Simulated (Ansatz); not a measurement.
Cost and result by functional for the surface energy of the (320) surface of fcc Cu in its 1x1 cell, outermost plane spacing 0.50 Å in the ideal cut, in Ansatz (plane waves, PAW). Single points on the PBE structure, on one kind of machine; costs are rough ratios of the slab run's core time (references not counted) to the cheapest single point. r2SCAN's cost holds its higher cutoff (500 against 420 eV). Differences are taken against r2SCAN for comparison alone: no measured value is at hand, so the table doesn't rank accuracy.

Slab: 21 atoms, 10.1 Å thick at the start (thin: gaps and levels are the slab's own); k 11x6x1, smearing 0.1 eV, dipole-corrected; all atoms relaxed; held to the part of the start's symmetry that mesh and held atoms allow; no spin, no spin-orbit, no U. These notes are the PBE run's.

```
functional                     relative cost  surface energy (J/m²)  less r2SCAN (J/m²)
-----------------------------  -------------  ---------------------  ------------------
LDA                                        1                   2.15                0.25
PBEsol                                     1                   1.99                0.09
RPBE                                       1                   1.40               -0.50
r2SCAN                                     2                   1.90                0.00
PBE (the relaxed run's value)              –                   1.63               -0.26
```

The values span 0.75 J/m², while the single points' costs differ by a factor of roughly 2. Differences are of unrounded values.

Ansatz is a quantum-chemistry and plane-wave program.
